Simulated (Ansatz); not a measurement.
**Elastic constant C44 of fluorite NiSi2 at several levels of theory**

No measured value is used here.

Put these levels in order of the elastic constant C44 that they give for fluorite NiSi2, smallest first: LDA (Ansatz, a first-principles code), PBE (Ansatz), PBEsol (Ansatz), r²SCAN (Ansatz).

PBE (72.3 GPa), PBEsol (78.7 GPa), LDA (82.7 GPa), r²SCAN (92.2 GPa)

Unless a cell is named, each level is at its own relaxed cell (LDA 12.77, PBE 13.45, PBEsol 13.05, r²SCAN 13.02 Å³/atom).

The crystal itself was run without spin with PBEsol, PBE, r²SCAN, LDA. Each level is taken at its own relaxed cell. Cutoffs differ between the levels. Ansatz's density-functional and Hartree–Fock values are scalar-relativistic unless marked +SOC, with PAW data made under PBE.
